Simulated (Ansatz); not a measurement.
AlB2-type TmB2

The numbers are results of r²SCAN+rVV10 (Ansatz, an electronic-structure program, plane waves, PAW), not measurements.

Run with plane-wave cutoff 560 eV, 18×18×14 k mesh (along the axes of the cell as run), Fermi–Dirac smearing 0.05 eV, spin-polarised with parallel moments, scalar-relativistic PAW data made under PBE.

Cell (relaxed at this level):

```xyz
3
Lattice="3.2428 0.0000 0.0000 -1.6214 2.8084 0.0000 0.0000 0.0000 3.7636" Properties=species:S:1:pos:R:3 pbc="T T T"
B      0.0000     1.8722     1.8818
B      1.6214     0.9361     1.8818
Tm     0.0000     0.0000     0.0000
```
Starting moments (μB, in the order of the record's atoms B B Tm): 0.0 0.0 2.0.

* **lattice constant a**: 3.243 Å
* **lattice parameter c**: 3.764 Å

Note: the magnetic order was assumed, not searched for or taken from measurement; the 4f shell is treated without U or exact exchange, so its levels and filling can be wrong.

Spin–orbit coupling is not included; it can open a gap where bands touch, and shift volumes and moduli.

Computed values are for the static lattice.
